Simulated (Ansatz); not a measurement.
Ti2O3, response to strain

The parent structure is Ti₂O₃ (space group P2_1/m, No. 11; a cell from a computed database, its experimental status unchecked).

```
Ti2O3
1.0
    4.99201     0.00000     0.00000
    0.00000     2.92823     0.00000
   -1.86437     0.00000     7.32811
Ti O
4 6
Cartesian
 -0.41247   0.73206   4.82547
  3.54010   2.19617   2.50263
  1.14966   0.73206   0.13373
  1.97797   2.19617   7.19438
 -1.26218   2.19617   6.07794
  4.38981   0.73206   1.25016
  0.14357   2.19617   3.70257
  2.98406   0.73206   3.62553
  1.00063   0.73206   6.19088
  2.12700   2.19617   1.13723
```

Cartesian axes are those of the cell as printed.

Strains are applied to the cell and any free atomic positions relax.

All numbers come from PBEsol/PAW in Ansatz (a quantum-chemistry and plane-wave program), spin-orbit coupling left out.

Notes on the quantities. energy relative to the base: free energy F; pressure: mean of the normal stresses, compression positive.

| case | energy relative to the base | shortest interatomic distance | pressure | largest internal atomic displacement |
|---|---|---|---|---|
| base | 0 meV/atom | 1.927 Å | 0.0 GPa | – |
| isotropic strain −1.84 % | +16 meV/atom | 1.918 Å | 9.5 GPa | 0.079 Å |
| uniaxial strain ε_xx = −5.05 % | … | 1.925 Å | … | … |
| tensor shear ε_xz = −3.39 % | +8.9 meV/atom | 1.931 Å | 3.3 GPa | 0.114 Å |

**Question.** Some entries are withheld; estimate them.

**Answer.** 
- uniaxial strain ε_xx = −5.05 %, energy relative to the base: +19 meV/atom
- uniaxial strain ε_xx = −5.05 %, pressure: 7.1 GPa
- uniaxial strain ε_xx = −5.05 %, largest internal atomic displacement: 0.062 Å

Stability against distortions was not tested. No Hubbard U is applied, and correlation can decide whether such a compound is a metal. All final runs are without spin polarisation.
